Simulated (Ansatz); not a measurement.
The reference is Al in the fcc (Cu type) structure (space group Fm-3m, No. 225; a = 3.984 Å; relaxed with 0.1 eV smearing).

The values are results of LDA/PAW in Ansatz (a program for electronic structure), no SOC, not measurements.

Strains are applied to the cell and any free atomic positions relax.

One change was made to it. Results:

The energy grows by 25 meV/atom; the pressure goes from zero to 7.6 GPa.

**Question.** What was done to the base?
A. isotropic strain +1.00 %
B. isotropic strain −1.50 %
C. isotropic strain −2.50 %
D. isotropic strain +2.00 %

**Answer.** C, isotropic strain −2.50 %. For comparison, the energy relative to the base in the other runs: isotropic strain +2.00 % gives +14 meV/atom; isotropic strain −1.50 % gives +8.8 meV/atom; isotropic strain +1.00 % gives +3.6 meV/atom.

No phonon test of stability was made.
